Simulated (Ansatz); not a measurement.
Base system: Sn (space group I4_1/amd, No. 141; a = 5.8329 Å, c = 3.1581 Å).

Levels (all Ansatz, a quantum-chemistry and plane-wave program, PAW): PBEsol (420 eV, no spin-orbit coupling); r2SCAN (500 eV, without spin-orbit coupling).

The geometry is relaxed with PBEsol.

| Item | Value |
|---|---|
| PBEsol pressure | 0.0 GPa |

Task: What does r2SCAN give at this geometry for the pressure?

Result: The pressure goes from zero to 1.5 GPa.

Single points use the geometry relaxed with PBEsol. Their cutoffs differ, which shifts pressures a little. No phonon test of stability was made.
